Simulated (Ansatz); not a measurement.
System: rock-salt LaSe. Method: BLYP (plane waves, PAW; Ansatz, a quantum-chemistry and plane-wave program).

Numerical settings: plane-wave cutoff 520 eV, 16×16×16 k mesh, Fermi–Dirac smearing 0.05 eV, scalar-relativistic PAW data made under PBE.

Energies at three volumes about the minimum:

| V (Å³/atom) | E − E_lowest (meV/atom) |
|---|---|
| 29.559 | 2.29 |
| 30.162 | 0.00 |
| 30.765 | 2.18 |

Question: Fit a parabola by hand: where is the minimum, what lattice constant follows, and what is the bulk modulus?

Answer: Slopes: (0.00 − 2.29)/(30.162 − 29.559) = -3.798 and (2.18 − 0.00)/(30.765 − 30.162) = 3.615 meV/Å³. Curvature E″ = 2 × (3.615 − (-3.798))/(30.765 − 29.559) = 12.294 meV/Å⁶. From the middle of the first interval, the slope vanishes at V0 = 29.8605 − (-3.798)/12.294 = 30.169 Å³/atom. B = V0 E″ = 30.169 × 12.294 meV/Å³ × 0.1602 GPa per meV/Å³ = 59.4 GPa. With 8 atoms in the cube, a = (8 × 30.169)^(1/3) = 6.226 Å. The full Birch–Murnaghan fit to all volumes gives V0 = 30.158 Å³/atom and B0 = 59.3 GPa.

Note: the volume lies 9 % above that of the published cell.
